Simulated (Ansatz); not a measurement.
An Ansatz (an electronic-structure program) input for (La,Ba)B6 alloy cell BaLa3B24 (CaB6 type start):

Ansatz 0.2 input:
```yaml
crystal:
  lattice:
    - [4.183749044, 4.183749038, 4.18374904]
    - [-4.18374904, 4.183749037, -4.183749043]
    - [-4.183749037, 4.183749034, 4.183749036]
  atoms:
    - { symbol: La, position: [-0.000000001, 0.500000002, 0.500000004] }
    - { symbol: La, position: [0.000000003, 0.000000003, -0.000000007] }
    - { symbol: La, position: [0.499999999, 0.5, -0.000000006] }
    - { symbol: Ba, position: [0.499999999, -0.000000002, 0.500000006] }
    - { symbol: B, position: [0.650327654, 0.501980386, 0.34967235] }
    - { symbol: B, position: [0.650327653, 0.0, 0.851652726] }
    - { symbol: B, position: [0.148347265, 0.498019614, 0.851652741] }
    - { symbol: B, position: [0.148347276, 0.000000008, 0.349672344] }
    - { symbol: B, position: [0.349672349, 0.498019618, 0.650327656] }
    - { symbol: B, position: [0.34967235, 0.000000003, 0.148347269] }
    - { symbol: B, position: [0.851652717, 0.501980363, 0.14834727] }
    - { symbol: B, position: [0.851652732, 0.000000002, 0.650327643] }
    - { symbol: B, position: [0.650327667, 0.648347279, 0.500000003] }
    - { symbol: B, position: [0.650327651, 0.150327661, -0.001980382] }
    - { symbol: B, position: [0.148347278, 0.64834727, 0.00198038] }
    - { symbol: B, position: [0.148347274, 0.150327659, 0.499999995] }
    - { symbol: B, position: [0.349672351, 0.351652735, 0.499999992] }
    - { symbol: B, position: [0.349672351, 0.849672346, 0.001980387] }
    - { symbol: B, position: [0.851652731, 0.35165274, -0.001980378] }
    - { symbol: B, position: [0.851652723, 0.849672328, 0.500000013] }
    - { symbol: B, position: [0.499999993, 0.351652734, 0.65032765] }
    - { symbol: B, position: [0.499999986, 0.849672326, 0.148347278] }
    - { symbol: B, position: [0.001980388, 0.351652734, 0.148347266] }
    - { symbol: B, position: [-0.001980398, 0.849672336, 0.650327645] }
    - { symbol: B, position: [0.499999995, 0.648347265, 0.349672343] }
    - { symbol: B, position: [0.499999999, 0.150327648, 0.851652746] }
    - { symbol: B, position: [-0.001980381, 0.648347279, 0.851652722] }
    - { symbol: B, position: [0.00198039, 0.150327661, 0.349672344] }
basis:
  ecutwfc: 420
  ecutrho_ratio: 4
  xc_grid: 2
kpoints:
  mp_grid: { grid: [5, 5, 5] }
hamiltonian:
  xc: pbe
  dispersion: none
  pseudopotentials: { kind: paw }
scf:
  n_extra_bands: 22
  occupations: { method: fermi_dirac, width: 0.05 }
output:
  forces: true
  stress: true
relax:
  f_tol: 0.03
  max_steps: 90
  cell: { stress_tol: 0.15 }
```

These are PBE (plane waves to 420 eV, PAW; Ansatz) values and carry that method's errors. Scalar-relativistic, without spin–orbit coupling. Its k-point mesh 5×5×5, Fermi–Dirac width 0.05 eV.

**Question.** Write the closing report of this run, without the band table and long remarks, to eight decimals at most.

**Answer.** 
```
SCF converged after 4 iterations
Free energy (F): -28456.537188 eV
Harris-Foulkes:  -28456.537188 eV  (|F-HF|=4.11e-10)
Internal energy: -28456.510149 eV  (E = F + TS)
E sigma→0 (E₀):  -28456.523668 eV
Entropy (-TS):   -0.027039 eV (-0.966 meV/atom)
Fermi energy:    11.647489 eV
--- Per-component energies (eV) ---
  E_band       = 181.487559
  E_kinetic    = 1942.598209
  E_local      = -1519.355079  (includes V_loc(G=0)·N_el)
  E_nonlocal   = 623.271713
  E_hartree    = 470.104471
  E_xc         = -1368.926355
  E_vxc        = -1509.078162  (∫ρ·V_xc dr)
  E_paw        = -23366.451731  (= ΣΔE_a)
  E_vpaw       = -296.158161  (= ΣTr[D̂ρ^β])
  E_aug_tail   = -0.000064  (compensation charges beyond the density's cutoff)
  E_ewald      = -5237.751313
  E_smearing   = -0.027039  (= −TS)
  E_closure    = 0.000000  (closes the sum)
  Σ components = -28456.537188   (vs F -28456.537188, Δ=0.00e0)
--- Forces (eV/Å), atoms counted from 1 ---
  atom   1  La     0.00000000    0.00000000     0.00000000
  atom   2  La     0.00000000     0.00000000     0.00000000
  atom   3  La     0.00000000    0.00000000     0.00000000
  atom   4  Ba    0.00000000    0.00000000    0.00000000
  atom   5  B      0.00028253     0.00125854    -0.00125854
  atom   6  B      0.00028253     0.00125854     0.00125854
  atom   7  B      0.00028253    -0.00125854     0.00125854
  atom   8  B      0.00028253    -0.00125854    -0.00125854
  atom   9  B     -0.00028253    -0.00125854     0.00125854
  atom  10  B     -0.00028253    -0.00125854    -0.00125854
  atom  11  B     -0.00028253     0.00125854    -0.00125854
  atom  12  B     -0.00028253     0.00125854     0.00125854
  atom  13  B      0.00125854     0.00028253     0.00125854
  atom  14  B      0.00125854     0.00028253    -0.00125854
  atom  15  B     -0.00125854     0.00028253     0.00125854
  atom  16  B     -0.00125854     0.00028253    -0.00125854
  atom  17  B     -0.00125854    -0.00028253    -0.00125854
  atom  18  B     -0.00125854    -0.00028253     0.00125854
  atom  19  B      0.00125854    -0.00028253    -0.00125854
  atom  20  B      0.00125854    -0.00028253     0.00125854
  atom  21  B     -0.00125854     0.00125854     0.00028253
  atom  22  B      0.00125854    -0.00125854     0.00028253
  atom  23  B      0.00125854     0.00125854     0.00028253
  atom  24  B     -0.00125854    -0.00125854     0.00028253
  atom  25  B      0.00125854    -0.00125854    -0.00028253
  atom  26  B     -0.00125854     0.00125854    -0.00028253
  atom  27  B     -0.00125854    -0.00125854    -0.00028253
  atom  28  B      0.00125854     0.00125854    -0.00028253
  max |Σ_I F_I| component: 1.18e-17 eV/Å
--- Stress (GPa, compression-positive) ---
       -0.037826       0.000000      0.000000
        0.000000      -0.037826      0.000000
       0.000000      0.000000      -0.037826
  P = ⅓ Tr σ = -0.0378 GPa (-0.378 kbar)
--- Relaxed structure (3 steps of the walk, 3 accepted, 1 SCFs on fresh bases) ---
  F+E_penalty+E_count = -28456.53718763 eV   max|allowed force component| = 1.259e-3 eV/Å   (the final SCF, on the basis selected at the relaxed cell)
  cell:  # Å, volume = 292.2373 Å³
    - [4.18047108, 4.18047108, 4.18047108]
    - [-4.18047108, 4.18047108, -4.18047108]
    - [-4.18047108, 4.18047108, 4.18047108]
  atoms:
    - { symbol: La, position: [0.0, 0.50000000, 0.5] }
    - { symbol: La, position: [0.0, 0.0, 0.0] }
    - { symbol: La, position: [0.5, 0.50000000, 0.0] }
    - { symbol: Ba, position: [0.50000000, 0.0, 0.5] }
    - { symbol: B, position: [0.65000508, 0.50088678, 0.34999492] }
    - { symbol: B, position: [0.65000508, 0.0, 0.85088170] }
    - { symbol: B, position: [0.14911830, 0.49911322, 0.85088170] }
    - { symbol: B, position: [0.14911830, 0.0, 0.34999492] }
    - { symbol: B, position: [0.34999492, 0.49911322, 0.65000508] }
    - { symbol: B, position: [0.34999492, 0.0, 0.14911830] }
    - { symbol: B, position: [0.85088170, 0.50088678, 0.14911830] }
    - { symbol: B, position: [0.85088170, 0.0, 0.65000508] }
    - { symbol: B, position: [0.65000508, 0.64911830, 0.50000000] }
    - { symbol: B, position: [0.65000508, 0.15000508, -0.00088678] }
    - { symbol: B, position: [0.14911830, 0.64911830, 0.00088678] }
    - { symbol: B, position: [0.14911830, 0.15000508, 0.5] }
    - { symbol: B, position: [0.34999492, 0.35088170, 0.5] }
    - { symbol: B, position: [0.34999492, 0.84999492, 0.00088678] }
    - { symbol: B, position: [0.85088170, 0.35088170, -0.00088678] }
    - { symbol: B, position: [0.85088170, 0.84999492, 0.50000000] }
    - { symbol: B, position: [0.50000000, 0.35088170, 0.65000508] }
    - { symbol: B, position: [0.50000000, 0.84999492, 0.14911830] }
    - { symbol: B, position: [0.00088678, 0.35088170, 0.14911830] }
    - { symbol: B, position: [-0.00088678, 0.84999492, 0.65000508] }
    - { symbol: B, position: [0.50000000, 0.64911830, 0.34999492] }
    - { symbol: B, position: [0.50000000, 0.15000508, 0.85088170] }
    - { symbol: B, position: [-0.00088678, 0.64911830, 0.85088170] }
    - { symbol: B, position: [0.00088678, 0.15000508, 0.34999492] }
```

Cost: about 90 core-seconds (a rough figure).
